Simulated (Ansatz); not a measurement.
CsCl-type CoGa was calculated with BLYP in Ansatz (PAW).

Settings: plane-wave cutoff 520 eV, 22×22×22 k mesh, Fermi–Dirac smearing 0.033 eV (set by the program), no spin polarisation, scalar-relativistic PAW data made under PBE.

Computed at the level's own relaxed cell.

Elastic tensor (GPa, Voigt notation, ions relaxed):

```
  167.2   137.1   137.1     0.0     0.0     0.0
  137.1   167.2   137.1     0.0     0.0     0.0
  137.1   137.1   167.2     0.0     0.0     0.0
    0.0     0.0     0.0    70.4     0.0     0.0
    0.0     0.0     0.0     0.0    70.4     0.0
    0.0     0.0     0.0     0.0     0.0    70.4
```

Question: Work out the Voigt, Reuss and Hill averages of the bulk and shear moduli, Young's modulus and Poisson's ratio from the printed constants.

Answer: K_V = [C11 + C22 + C33 + 2(C12 + C13 + C23)]/9 = [501.6 + 2 × 411.3]/9 = 147.1 GPa. G_V = [501.6 − 411.3 + 3 × 211.2]/15 = 48.3 GPa. From the compliances S = C⁻¹, K_R = 147.1 and G_R = 28.5 GPa. Hill means: K = 147.1, G = 38.4 GPa. E = 9KG/(3K + G) = 106 GPa, ν = (3K − 2G)/(6K + 2G) = 0.38, K/G = 3.83.

The computed numbers hold no vibrational or temperature effects.

Ansatz is a first-principles code.
